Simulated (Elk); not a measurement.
Worked example: self-consistent single point of Li (Im-3m, 1 atom in the cell) in Elk.

Computed with Elk 10.2.4 with PBEsol, all-electron FP-LAPW, Elk's shipped species files, APW+lo basis with extra local orbitals.

```
CELL_PARAMETERS angstrom
     -1.75023     1.75023     1.75023
      1.75023    -1.75023     1.75023
      1.75023     1.75023    -1.75023
ATOMIC_POSITIONS crystal
  Li 0.00000 0.00000 0.00000
```

Reference input (self-consistent single point, DFT, PBEsol, all-electron FP-LAPW, Elk's shipped species files, APW+lo basis with extra local orbitals): xctype = 22; rgkmax = 8; stype = 3; swidth = 0.00367493 Ha; ngridk = 9 9 9; gmaxvr = 16 1/bohr; nxlo = 2; lorbcnd = true; lmaxi = 3. This run's input differs from it in these lines:

```diff
@@ -42,3 +42,6 @@
 ngridk
-  9 9 9
+  11 11 11
+
+vkloff
+  0.5 0.5 0.5
```

Output, abridged:

```
│ Self-consistent loop started │
│ Loop number : 1 │
 total energy                :     -7.46813911841
│ Loop number : 2 │
 total energy                :     -7.46810342559
RMS change in Kohn-Sham potential (target) :    31.15812450     (  0.1000000000E-05)
Absolute change in total energy (target)   :   0.3569282326E-04 (  0.1000000000E-03)
│ Loop number : 3 │
 total energy                :     -7.46632012430
RMS change in Kohn-Sham potential (target) :    15.67526492     (  0.1000000000E-05)
Absolute change in total energy (target)   :   0.1792224495E-02 (  0.1000000000E-03)
│ Loop number : 4 │
   [... lines left out ...]
Absolute change in total energy (target)   :   0.8836227904E-05 (  0.1000000000E-03)
│ Loop number : 12 │
 total energy                :     -7.46459842413
RMS change in Kohn-Sham potential (target) :   0.1207691698E-04 (  0.1000000000E-05)
Absolute change in total energy (target)   :   0.2295907260E-05 (  0.1000000000E-03)
│ Loop number : 13 │
 total energy                :     -7.46459837945
RMS change in Kohn-Sham potential (target) :   0.5881375728E-06 (  0.1000000000E-05)
Absolute change in total energy (target)   :   0.6186614812E-06 (  0.1000000000E-03)
Convergence targets achieved

│ Loop number : 14 │

Energies :
 Fermi                       :     0.660908165900E-02
 total energy                :     -7.46459837570

Density of states at Fermi energy :    12.75087847
 (states/Hartree/unit cell)

Estimated indirect band gap :   0.7904492343E-02
 from k-point     36 to k-point      5
Estimated direct band gap   :   0.1618440237
 at k-point      9

Charges :
 core                        :    0.000000000
 valence                     :    3.000000000
 interstitial                :   0.8895555279
 muffin-tins (core leakage)
  species :    1 (Li)
   atom    1                 :    2.110444472     (   0.000000000    )
 total in muffin-tins        :    2.110444472
 total calculated charge     :    3.000693397
 total charge                :    3.000000000
 error                       :   0.6933969310E-03

│ Self-consistent loop stopped │
```

The run converged in 14 iterations. The count includes the last loop, which Elk runs after its targets are met. Against the reference run the free energy rises by 3.6 meV/atom.

The starting cell has typed, rounded lattice constants, without a prior relaxation at this level. Its lattice was rescaled by up to half a per cent. Values depend on the basis (sphere radii, cutoffs, local orbitals), which need not be converged. The log's line on a gap gives a spacing of levels on this mesh, which the program prints for metals too.
